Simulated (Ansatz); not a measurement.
Consider interstitial Mg in rock-salt MgO, charge state +2. These are PBE, PAW (plane waves to 420 eV; Ansatz, an electronic-structure program) values and carry that method's errors.

Cell of 64 host sites held at the relaxed PBE lattice; the Γ point alone; Fermi-Dirac width 0.01 eV, spin-restricted; finite-size errors left in. Static, classical nuclei. The charge state is imposed; whether it is stable for some Fermi level was not computed. Sites that were not tried may lie lower.

Barriers: single points on a 2×2×2 k-point mesh shifted by half a step at the bands' geometries.

The step: several atoms move together, Mg the farthest; the atom moves 2.12 Å along (0.50, 0.00, 0.00) of the unit cell; the moving atom starts with neighbours 4 Mg at 2.30; 4 O at 1.86 Å and ends with 4 Mg at 2.30; 4 O at 1.86 Å.

Problem. Give the migration barrier of this step at the level PBE, PAW.

Solution. 1.18 eV, the same both ways. At the saddle the moving atom has neighbours Mg at 2.19, Mg at 2.21; 2 O at 1.80, 2 O at 2.33 Å. The saddle point's order was not checked, and it lies on a symmetry element of the cell, where a band can be held.
